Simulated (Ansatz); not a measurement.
Consider ZrS2 in the CdI2 type structure (space group P-3m1, No. 164; a = 3.635 Å, c = 5.720 Å; layered, stacked along the Cartesian z axis).

Perturbation: a hydrostatic pressure of 4.2 GPa.

Levels (all Ansatz, a quantum-chemistry and plane-wave program, PAW): PBE-D3(BJ) (420 eV, spin-orbit coupling left out); r2SCAN (500 eV, no spin-orbit coupling); HSE06 (420 eV, spin-orbit coupling left out); PBE+SOC (420 eV, with spin-orbit coupling).

One geometry, relaxed with PBE-D3(BJ), under each level:

The valence-band top lists the three highest levels at Γ (Kramers pairs under SOC), from the VBM.

```tsv
level	band gap	lowest conduction level above the VBM at special points	valence-band top at Γ	hole mass
PBE-D3(BJ)	0.21 eV	L 0.21 eV; M 0.41 eV; A 1.06 eV; Γ 1.16 eV	0.00, -0.47, -0.47 eV	0.17 mₑ along c, 1.2 mₑ across (at Γ)
r2SCAN	0.48 eV	L 0.48 eV; M 0.68 eV; A 1.35 eV; Γ 1.44 eV	–	0.18 mₑ along c, 1.2 mₑ across (at Γ)
HSE06	[?]	[?]	–	–
PBE+SOC	0.20 eV	L 0.20 eV; M 0.41 eV; A 1.06 eV; Γ 1.15 eV	0.00, -0.43, -0.53 eV	0.17 mₑ along c, 1.1 mₑ across (at Γ)
```

Task: Give the withheld HSE06 results.

Result: 
- HSE06, band gap: 0.90 eV
- HSE06, lowest conduction level above the VBM at special points: L 0.90 eV; M 1.08 eV; A 1.86 eV; Γ 1.97 eV

Single points use the geometry relaxed with PBE-D3(BJ). Their cutoffs differ, which shifts pressures a little. The hybrid gap comes from the SCF mesh plus the semilocal run's edge points and a few special points and is an upper bound. The spin-orbit shifts are approximate. Load acts through the strain it causes; cell and atoms are relaxed under it. Masses are band curvatures over ±0.01 Å⁻¹ around the edge. No phonon test of stability was made. The zero or small gap of ZrS2 under pressure 4.2 GPa can change with the level of theory.
